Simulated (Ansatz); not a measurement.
We consider Li3TaO4 (model structure, started from the Li3PO4 type, Pmn2₁, No. 31, 16 atoms in the cell), described by HSE06 in Ansatz (plane waves, PAW).

Numerical settings: plane-wave cutoff 460 eV, 4×4×4 k mesh, Fermi–Dirac smearing 0.01 eV, scalar-relativistic PAW data made under PBE.

Cell (relaxed with PBEsol):

Space group Pmn2₁ (No. 31); a = 6.5277 Å, b = 5.6254 Å, c = 4.8534 Å, α = 90.00°, β = 90.00°, γ = 90.00°

```csv
atom,site,symmetry,x,y,z
Li,2a,m..,0.5000,0.1867,0.0156
Li,4b,1,0.2449,0.6604,0.0170
Ta,2a,m..,0.0000,0.1632,0.0088
O,4b,1,0.2355,0.3243,0.1151
O,2a,m..,0.0000,0.8457,0.1145
O,2a,m..,0.0000,0.1654,0.6256
```

Give the computed band gap and smallest direct gap on the k points sampled.


band gap: 7.00 eV (on the SCF k mesh)
smallest direct gap on the k points sampled: 7.25 eV

Note: the relaxation could raise the start's symmetry but not lower it, so the cell can be a saddle point; cell and atoms aren't relaxed at this level (largest force component 0.27 eV/Å, pressure -0.5 GPa).

Spin–orbit coupling is not included.

Computed values are for the static lattice.

A model structure was made by putting elements into a prototype or built by hand; it is no filed structure, need not be a known phase, and can be a saddle point held by its symmetry.

Ansatz is a program for electronic structure.
